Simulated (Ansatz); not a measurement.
Base system: a 12-atom supercell of TiSi2 (space group Cmcm, No. 63) at its relaxed geometry.

```xyz
12
Lattice="1.7636 -6.7617 0.0000 3.5271 0.0000 -3.5656 3.5271 0.0000 3.5656" Properties=species:S:1:pos:R:3 pbc="T T T"
Si     5.2907    -5.9734    -0.8914
Si     5.2907    -5.9734     2.6742
Si     3.5271    -0.7883     0.8914
Si     3.5271    -0.7883    -2.6742
Si     7.0543    -3.3847    -0.8914
Si     3.5271    -3.3847    -0.8914
Si     1.7636    -3.3770     0.8914
Si     5.2907    -3.3770     0.8914
Ti     5.2907    -1.3958    -0.8914
Ti     1.7636    -1.3958    -0.8914
Ti     3.5271    -5.3659     0.8914
Ti     7.0543    -5.3659     0.8914
```

Level of theory: r2SCAN/PAW in Ansatz (a quantum-chemistry and plane-wave program), without spin-orbit coupling, earlier PAW set.

One neutral defect a cell, atoms relaxed at fixed cell.

One change was made to it. Results:

| quantity | base | after |
|---|---|---|
| largest displacement of a host atom from its site in the perfect cell | – | 0.50 Å |
| pressure | 0.0 GPa | 27.1 GPa |

**Question.** Name the change that was made.
A. Ti vacancy, symmetric start
B. Hf on a Ti site, symmetric start
C. Si on a Ti site (antisite)
D. Ti interstitial (started 1.71 Å from the nearest host atom)
E. H interstitial (started 1.80 Å from the nearest host atom)

**Answer.** D, Ti interstitial (started 1.71 Å from the nearest host atom). For comparison, the largest displacement of a host atom from its site in the perfect cell in the other runs: Si on a Ti site (antisite) gives 1.40 Å; Hf on a Ti site, symmetric start gives 0.07 Å; Ti vacancy, symmetric start gives 0.15 Å; H interstitial (started 1.80 Å from the nearest host atom) gives 0.09 Å.

The cell is small, so the values are those of an ordered compound at a high defect concentration; dilute-limit values will differ. Defects with a symmetric start kept the site's symmetry and may sit on a saddle; the others started slightly shaken. The final runs are not spin-polarised.
